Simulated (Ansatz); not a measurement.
## Ti3Al: isotropic strain −3.43 %

Consider Ti$_{3}$Al (space group P6_3/mmc, No. 194; a = 5.747 Å, c = 4.632 Å).

Perturbation: the cell is scaled by 0.9657 in all directions, atoms relaxed at fixed cell.

Level of theory: plane-wave PAW DFT at the r2SCAN level (Ansatz, an electronic-structure program, 500 eV), without spin-orbit coupling. Settings: 10×10×10 k-points, 0.05 eV Fermi–Dirac smearing.

The volume per atom shrinks by 1.65 Å³ (16.56 Å³ → 14.91 Å³) and the space group remains P6_3/mmc (No. 194). The shortest interatomic distance shrinks by 0.096 Å (2.813 Å → 2.717 Å) and the energy rises by 73 meV/atom. The band gap remains zero.

Final structure:

```
CELL_PARAMETERS angstrom
      5.54999     0.00000     0.00000
     -2.77500     4.80643     0.00000
      0.00000     0.00000     4.47265
ATOMIC_POSITIONS crystal
  Ti 0.82982 0.65965 0.25000
  Ti 0.17018 0.82982 0.75000
  Ti 0.34035 0.17018 0.25000
  Ti 0.17018 0.34035 0.75000
  Ti 0.82982 0.17018 0.25000
  Ti 0.65965 0.82982 0.75000
  Al 0.33333 0.66667 0.25000
  Al 0.66667 0.33333 0.75000
```

Cost of the whole job for the changed cell (relaxation, final SCF and bands): about 120 core-seconds (a rough figure).

No phonon test of stability was made. The final runs are not spin-polarised.
